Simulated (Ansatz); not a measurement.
**Competing hops of interstitial H in zinc-blende BP, charge state +1**

System: interstitial H in zinc-blende BP (charge state +1). Method: PBE, PAW (plane waves to 420 eV; Ansatz, a program for electronic structure).

Cell of 64 host sites held at the relaxed PBE lattice; a 2×2×2 k-point mesh shifted by half a step; Fermi-Dirac width 0.01 eV, spin-restricted; finite-size errors left in. Static, classical nuclei. The charge state is imposed; whether it is stable for some Fermi level was not computed. Sites that were not tried may lie lower.

Barriers: single points on a 3×3×3 k-point mesh shifted by half a step at the bands' geometries.

```csv
Route,Start site over the lowest site run (eV),Hop (Å),Forward barrier (eV),Backward barrier (eV),Neighbours at the start,Neighbours at the saddle,Saddle order,"Forward, on the band's own sampling (eV)"
"a concerted move, in which H travels most (a rearrangement that moves the defect's centre by under 1 Å)",0.00,0.87,0.10,0.10,"B at 1.29; P at 1.50, P at 2.15 Å",B at 1.26; 2 P at 1.73 Å,"not checked, on a symmetry element",0.10
"a concerted move, in which H travels most",0.00,1.21,0.42,0.42,B at 1.29; P at 1.49 Å,2 B at 1.65; P at 1.50 Å,"not checked, on a symmetry element",0.42
```

Paths come from nudged elastic bands with a climbing image. Of the routes that converged and passed our checks, the lowest saddle point lies 0.098 eV above the lowest of the sites run (a concerted move, in which H travels most (a rearrangement that moves the defect's centre by under 1 Å)); other sites, such as split forms, and other routes may lie lower. A band can be held on a symmetry element, so unchecked saddle points there may be too high.
